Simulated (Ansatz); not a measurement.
Take Al$_{2}$O$_{3}$ in the corundum structure (space group R-3c, No. 167; a = 4.774 Å, c = 13.015 Å (hexagonal axes)) as the base.

Calculations: PBEsol (Ansatz, a first-principles code; PAW; 420 eV plane waves; without spin-orbit coupling).

Before the change:

| Item | Value |
|---|---|
| c/a ratio | 2.726 |
| Band gap | 6.03 eV |
| Volume per atom | 8.56 Å³ |
| Gap character | direct at Γ |

Modification: every Al is replaced by In; the structure is relaxed again.

Tabulated Pauling electronegativity and covalent radius: Al 1.61, 1.21 Å; In 1.78, 1.42 Å.

Task: What does the calculation give for the c/a ratio, band gap, volume per atom and gap character after the change?

Result: The c/a ratio falls by 0.089 (2.726 → 2.637); the band gap shrinks by 4.92 eV to 1.11 eV; the volume per atom grows by 4.19 Å³ to 12.75 Å³; the gap character becomes indirect, Γ–S₀ (57 % along) → Γ (base: direct at Γ).

Stability against distortions was not tested.
